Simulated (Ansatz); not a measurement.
MgSe (Fm-3m) under hydrostatic pressure: hole conductivity mass by PBEsol with spin-orbit coupling, rigid bands (plane waves, PAW; Ansatz, a program for electronic structure). The unloaded cell, whose axes the loads refer to:

MgSe is taken in the cubic space group Fm-3m (No. 225), the rock salt structure, Pearson symbol cF8. Lattice parameters: a = 5.450 Å, b = 5.450 Å, c = 5.450 Å, α = 90.00°, β = 90.00°, γ = 90.00°. Mg on 4a sees 6 Se at 2.725 Å (octahedral). Se on 4b is coordinated by 6 Mg at 2.725 Å (octahedral). (Neighbours: up to the widest gap in distance over summed covalent radii, below 1.35, at either atom; cation-cation and far metal-metal contacts left out.)
(The calculation used a cell of 2 atoms; values per cell refer to that cell.)

```json
[
 {"hydrostatic pressure (GPa)": "-2", "volume per atom (Å³)": "20.91", "hole conductivity mass (mₑ)": "0.992"},
 {"hydrostatic pressure (GPa)": "0", "volume per atom (Å³)": "20.23", "hole conductivity mass (mₑ)": "0.952"},
 {"hydrostatic pressure (GPa)": "2", "volume per atom (Å³)": "19.65", "hole conductivity mass (mₑ)": "?"},
 {"hydrostatic pressure (GPa)": "5", "volume per atom (Å³)": "18.92", "hole conductivity mass (mₑ)": "0.875"},
 {"hydrostatic pressure (GPa)": "10", "volume per atom (Å³)": "17.93", "hole conductivity mass (mₑ)": "0.818"}
]
```

Problem. Fit a straight line to ln(hole conductivity mass) against the load over the rows given, and predict the row at 2 GPa.

Solution. The means are x̄ = 3.250 GPa and ȳ = -0.0979; Σ(x − x̄)(y − ȳ) = -1.388 and Σ(x − x̄)² = 86.75, so the slope is -1.60 % per GPa, and the rows given lie within 0.76 % of the line. At 2 GPa the line gives 0.925 mₑ; the calculation gives 0.918 mₑ, 0.77 % from it.

Masses are for dilute carriers at 300 K, harmonic means over directions unless an axis is named. Stresses and pressures are the targets of the relaxation. The structure type is held at every load. Geometry: cell and atoms relaxed with PBEsol.
